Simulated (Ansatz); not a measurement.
# Bi in the A7 type structure (space group R-3m, No. 166; layered)

```
Bi
1.0
    2.26080     1.30527     4.00940
   -2.26080     1.30527     4.00940
    0.00000    -2.61055     4.00940
Bi
2
Cartesian
  0.00000   0.00000   2.81147
  0.00000   0.00000   9.21672
```

Calculations: plane-wave PAW DFT at the r2SCAN+rVV10 level (Ansatz, a program for electronic structure, 500 eV), no spin-orbit coupling, earlier PAW set. Γ-centred 13×13×13 mesh, Fermi–Dirac width 0.05 eV.

The volume per atom is 35.49 Å³. The density is 9.78 g/cm³ and the band gap comes out as zero. The total energy comes out as -12410.012 eV/atom (σ→0; compares only within this code and set-up).

With Bi present, leaving out spin-orbit coupling can change the band edges. Whether these cells are dynamically stable was not tested.
